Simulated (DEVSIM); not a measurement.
# GaAs n-i-p diode

Device: GaAs n-i-p diode, at 300 K.

```tsv
layer (left to right)	material	thickness (μm)	Nd (cm⁻³)	Na (cm⁻³)	τn (s)	τp (s)
1	GaAs	0.980	1e17	-	3e-9	3e-9
2	GaAs	1.80	-	7.7e12	3e-9	3e-9
3	GaAs	0.700	-	4.6e17	3e-9	3e-9
```

Left contact: ohmic. Right contact: ohmic. Voltage is applied to the left contact. Recombination: SRH at mid-gap, radiative. Mobility is μmin + (μ − μmin)/(1 + (N/Nref)^α).

The device is made up for the run: typed textbook-type constants, with dimensions and the other settings drawn at random. Values at 300 K.

```csv
parameter,GaAs
gap (eV),1.424
affinity (eV),4.07
permittivity,12.9
Nc (cm⁻³),4.7e17
Nv (cm⁻³),9e18
μn (cm²/Vs),8500
μp (cm²/Vs),400
"μn,min",500
"μp,min",20
"Nref,n",6e16
"Nref,p",1.5e17
αn,0.39
αp,0.38
B (cm³/s),2e-10
```

DEVSIM, 1D drift-diffusion, Boltzmann statistics, complete ionisation; no tunnelling, impact ionisation, image-force lowering or self-heating.

* **Potential step across the device at zero bias**: 1.307 V
* **Dark forward voltage at 1 A/cm²**: 0.963 V
* **Dark forward voltage at 100 A/cm²**: 1.153 V

Dark reverse current:

| V (V) | J (A/cm²) |
|---|---|
| 0.04 | 5.8e-10 |
| 0.10 | 1.1e-9 |
| 0.20 | 1.9e-9 |
| 0.30 | 2.5e-9 |
| 0.40 | 3.0e-9 |
| 0.60 | 3.8e-9 |
| 0.80 | 4.5e-9 |
| 1.00 | 5.1e-9 |
| 1.30 | 5.8e-9 |
| 1.60 | 6.3e-9 |
| 2.00 | 6.8e-9 |

Dark forward current:

```
V (V)  J (A/cm²)
-----  ---------
-0.05    -1.4e-9
-0.10    -5.2e-9
-0.20    -4.4e-8
-0.25    -1.2e-7
-0.30    -3.5e-7
-0.40    -2.8e-6
-0.45    -7.9e-6
-0.50    -2.3e-5
-0.60   -0.00020
-0.65   -0.00059
-0.70    -0.0018
-0.75    -0.0057
-0.85     -0.065
-0.90      -0.23
-0.95      -0.75
-1.05       -7.1
-1.10        -24
-1.15        -91
-1.25      -1900
-1.30      -7200
```
